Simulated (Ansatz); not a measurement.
System: hcp Tb. Method: PBE-D4 (PAW; Ansatz, a quantum-chemistry and plane-wave program).

Numerical settings: plane-wave cutoff 520 eV, 18×18×10 k mesh (along the axes of the cell as run), Fermi–Dirac smearing 0.05 eV, spin-polarised with parallel moments, scalar-relativistic PAW data made under PBE.

Energies at three volumes about the minimum:

```
V (Å³/atom)  E − E_lowest (meV/atom)
-----------  -----------------------
30.310                          1.15
30.929                          0.00
31.547                          0.97
```

**Question.** Fit a parabola by hand: where is the minimum, and what is the bulk modulus?

**Answer.** Slopes: (0.00 − 1.15)/(30.929 − 30.310) = -1.858 and (0.97 − 0.00)/(31.547 − 30.929) = 1.570 meV/Å³. Curvature E″ = 2 × (1.570 − (-1.858))/(31.547 − 30.310) = 5.542 meV/Å⁶. From the middle of the first interval, the slope vanishes at V0 = 30.6195 − (-1.858)/5.542 = 30.955 Å³/atom. B = V0 E″ = 30.955 × 5.542 meV/Å³ × 0.1602 GPa per meV/Å³ = 27.5 GPa. The full Birch–Murnaghan fit to all volumes gives V0 = 30.944 Å³/atom and B0 = 27.3 GPa.

Shape and atoms are relaxed at each volume.

Measured, for comparison: bulk modulus 38.7 GPa (room temperature, not corrected to a static lattice; as tabulated in Wikipedia's data pages); equilibrium volume per atom 32.07 Å³/atom (room temperature, not corrected to a static lattice; as tabulated in Söderlind et al. (2014), doi:10.1088/0953-8984/26/41/416001). Computed (rounded) less measured: bulk modulus -29 %, equilibrium volume per atom -3.5 %.

Note: the 4f shell is treated without U or exact exchange, so its levels and filling can be wrong; the collinear magnetic order is the start's and need not be the measured one; the bulk modulus comes from volumes at which shape and atoms were relaxed.
